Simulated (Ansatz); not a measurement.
We consider white tin (β-Sn), described by r²SCAN-D4 (plane waves, PAW; Ansatz, a first-principles code).

Settings: plane-wave cutoff 560 eV, 20×20×20 k mesh, Fermi–Dirac smearing 0.05 eV, scalar-relativistic PAW data made under PBE.

Cell (relaxed at this level):

```
Sn
1.0
   -2.92934     2.92934     1.58589
    2.92934    -2.92934     1.58589
    2.92934     2.92934    -1.58589
Sn
2
Direct
  0.25000   0.75000   0.50000
  0.00000   0.00000   0.00000
```

Question: Estimate the bulk modulus B0 and pressure derivative B′ of the bulk modulus that the calculation returns.

Answer: 
bulk modulus B0: 56.4 GPa
pressure derivative B′ of the bulk modulus: 4.8

The run finds no gap.

Measured, for comparison: bulk modulus 57.0 GPa (temperature not stated, not corrected to a static lattice; as tabulated in Chen et al. (2023), arXiv:2209.05059). Computed (rounded) less measured: bulk modulus -1 %.

Note: the bulk modulus comes from volumes at which shape and atoms were relaxed.

Spin–orbit coupling is not included.

Static lattice: no zero-point or thermal effects.
